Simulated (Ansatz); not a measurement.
Abridged Ansatz (a first-principles code) output:

```
Pseudopotential: Sb, paw, valence charge 15
Pseudopotential: Ca, paw, valence charge 10
Crystal: 5 atoms, lattice volume = 159.408 Å³
Basis set: ecut = 500 eV, 4081 PW (Γ), exchange–correlation on 160×160×200 points (64 copies of the dense FFT grid, shifted against one another)
Bands: 35, of which v1, the nominal top of the filled ones, is band 30 counted from 1 (29 counted from 0)
Symmetry: 12 space group operations
k-points: 80 of 700
Functional: x = r2scan, c = r2scan; τ floored in thin density (d = 2e-4 eV/Å³)
SCF iter   1: F=—  HF=-18469.073848 eV  |F-HF|=—  |Δ(HF+E_count)|=         —  Δρ=5.74e-3  dr2=7.77e-2  dr2_τ=1.26e-2  ethr=1.77e-3  ⟨swp⟩=10.0  Hψ=13945  notcnv=0
SCF iter   2: F=—  HF=-18469.206153 eV  |F-HF|=—  |Δ(HF+E_count)|=   1.32e-1  Δρ=2.92e-3  dr2=2.24e-2  dr2_τ=3.34e-4  ethr=1.29e-4  ⟨swp⟩=3.0  Hψ=5542  notcnv=0  defer=2
SCF 1 converged in 9 iterations: F = -18469.202261 eV  dr2 = 1.76e-10
SCF converged after 9 iterations
Free energy (F): -18469.202261 eV
Internal energy: -18469.202251 eV  (E = F + TS)
E sigma→0 (E₀):  -18469.202256 eV
Entropy (-TS):   -0.000011 eV (-0.002 meV/atom)
Fermi energy:    7.962693 eV
--- Forces (eV/Å), atoms counted from 1 ---
  atom   1  Sb    -0.00000000    -0.00000000     0.10665012
  atom   2  Sb     0.00000000     0.00000000    -0.10665012
  atom   3  Ca    -0.00000000    -0.00000000     0.00000000
  atom   4  Ca     0.00000000     0.00000000    -0.00071767
  atom   5  Ca    -0.00000000    -0.00000000     0.00071767
--- Stress (GPa, compression-positive) ---
        1.326563       0.000000       0.000000
        0.000000       1.326563      -0.000000
        0.000000      -0.000000       1.489137
  P = ⅓ Tr σ = 1.3808 GPa (13.808 kbar)
```

Task: What was computed, and what are the main results?

Result: Ca3Sb2, 5 atoms in the cell, with r2SCAN/PAW in Ansatz, scalar-relativistic without spin-orbit coupling. The last SCF converged to F = -18469.202261 eV, or -3693.8405 eV per atom, at a pressure of 1.38 GPa. The total energy compares only with runs of the same code, potentials and settings.

Single points use the geometry relaxed with PBEsol. Spin-orbit coupling, missing from the scalar runs, can matter with Sb. Whether these cells are dynamically stable was not tested. The cell was made from Mg3Sb2 by this change: Mg → Ca; the result is a hypothetical phase, not in the database extracts checked.
